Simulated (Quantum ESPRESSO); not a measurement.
Input and output of a self-consistent single point for BaSiGe (P2_13, 12 atoms in the cell) (Quantum ESPRESSO).

Level of theory: PBEsol, PseudoDojo standard norm-conserving (PBESOL) pseudopotentials (plane waves; Quantum ESPRESSO).

```
CELL_PARAMETERS angstrom
      6.76226     0.00000     0.00000
      0.00000     6.76226     0.00000
      0.00000     0.00000     6.76226
ATOMIC_POSITIONS crystal
  Ba 0.37390 0.87390 0.62610
  Ba 0.12610 0.12610 0.12610
  Ba 0.87390 0.62610 0.37390
  Ba 0.62610 0.37390 0.87390
  Si 0.07724 0.57724 0.92276
  Si 0.42276 0.42276 0.42276
  Si 0.57724 0.92276 0.07724
  Si 0.92276 0.07724 0.57724
  Ge 0.67200 0.17200 0.32800
  Ge 0.82800 0.82800 0.82800
  Ge 0.17200 0.32800 0.67200
  Ge 0.32800 0.67200 0.17200
```

Reference input (self-consistent single point, DFT, PBEsol, plane waves, PseudoDojo standard norm-conserving (PBESOL) pseudopotentials): ecutwfc = 80 Ry; occupations = smearing; smearing = gauss; degauss = 0.0073499 Ry; potentials = {Ba: Ba.upf, Si: Si.upf, Ge: Ge.upf}; K_POINTS = automatic 2 2 2 0 0 0; conv_thr = 1e-10 Ry; mixing_beta = 0.4. This run's input differs from it in these lines:

```diff
@@ -14,4 +14,4 @@
   occupations = 'smearing'
-  smearing = 'gauss'
-  degauss = 0.0073499
+  smearing = 'mp'
+  degauss = 0.02205
 /
```

Output, abridged:

```
     Self-consistent Calculation

     iteration #  1     ecut=    80.00 Ry     beta= 0.40

     Threshold (ethr) on eigenvalues was too large:
     Diagonalizing with lowered threshold

     total energy              =    -971.89350787 Ry
     estimated scf accuracy    <       0.16100392 Ry

     iteration #  2     ecut=    80.00 Ry     beta= 0.40

     total energy              =    -971.90126288 Ry
     estimated scf accuracy    <       0.02857120 Ry

     iteration #  3     ecut=    80.00 Ry     beta= 0.40

     total energy              =    -971.90473173 Ry
     estimated scf accuracy    <       0.00359781 Ry

   [... 6 blocks of this kind left out ...]

     iteration # 10     ecut=    80.00 Ry     beta= 0.40

     total energy              =    -971.90580670 Ry
     estimated scf accuracy    <          7.2E-10 Ry

     iteration # 11     ecut=    80.00 Ry     beta= 0.40
     End of self-consistent calculation

     the Fermi energy is     9.7850 ev

!    total energy              =    -971.90580670 Ry
     estimated scf accuracy    <          3.3E-11 Ry
     smearing contrib. (-TS)   =       0.00543764 Ry
     internal energy E=F+TS    =    -971.91124433 Ry

     convergence has been achieved in  11 iterations

     Forces acting on atoms (cartesian axes, Ry/au):

     atom    1 type  1   force =    -0.00061294   -0.00061294    0.00061294
     atom    2 type  1   force =     0.00061294    0.00061294    0.00061294
     atom    3 type  1   force =    -0.00061294    0.00061294   -0.00061294
     atom    4 type  1   force =     0.00061294   -0.00061294   -0.00061294
     atom    5 type  2   force =     0.00087328    0.00087328   -0.00087328
   [... lines left out ...]

     Total force =     0.006554     Total SCF correction =     0.000013

          total   stress  (Ry/bohr**3)                   (kbar)     P=        1.60
   0.00001089   0.00000000   0.00000000            1.60        0.00        0.00
   0.00000000   0.00001089   0.00000000            0.00        1.60        0.00
   0.00000000   0.00000000   0.00001089            0.00        0.00        1.60

   JOB DONE.
```

The run converged in 11 iterations. Against the reference run the free energy goes up by 1.5 meV/atom, the pressure hardly changes (0.20 to 0.16 GPa), the largest force goes from 0.079 to 0.070 eV/Å and the gap on the mesh moves little (0.789 to 0.787 eV).

The starting cell comes from a database of computed structures (which also holds hypothetical and non-ambient phases and stackings), without a prior relaxation at this level. Its lattice was rescaled by a random factor within 2.5 % of one.

Cost on one core of a shared machine: roughly 6 min.
